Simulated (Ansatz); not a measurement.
LaMnO3, pressure series

Start from LaMnO3 (space group C2/c, No. 15; a = 9.3679 Å, b = 5.4931 Å, c = 5.4222 Å, α = γ = 90.00°, β = 124.25°; ferromagnetic; a cell from a computed database, its experimental status unchecked).

Cell and atoms are relaxed at each pressure.

All numbers come from PBEsol, PAW, 420 eV (Ansatz, a quantum-chemistry and plane-wave program; without spin-orbit coupling).

Notes on the quantities. enthalpy: H = E + PV relative to the base's energy.

```tsv
change	enthalpy	density
base	–	6.97 g/cm³
pressure 0.3 GPa	+0.02 eV/atom	6.98 g/cm³
pressure 0.7 GPa	+0.05 eV/atom	7.00 g/cm³
pressure 1.5 GPa	+0.11 eV/atom	7.03 g/cm³
pressure 3 GPa	+0.21 eV/atom	7.10 g/cm³
pressure 5 GPa	+0.35 eV/atom	7.20 g/cm³
pressure 7.5 GPa	+0.53 eV/atom	7.33 g/cm³
```

Load acts through the strain it causes; cell and atoms are relaxed under it. Stability against distortions was not tested. Competing high-pressure phases were not computed. No Hubbard U is applied and the magnetic state is the run's own (LaMnO3 ferromagnetic); small cells can't hold the antiferromagnetic order that many such compounds have, so gaps and moments can be off.
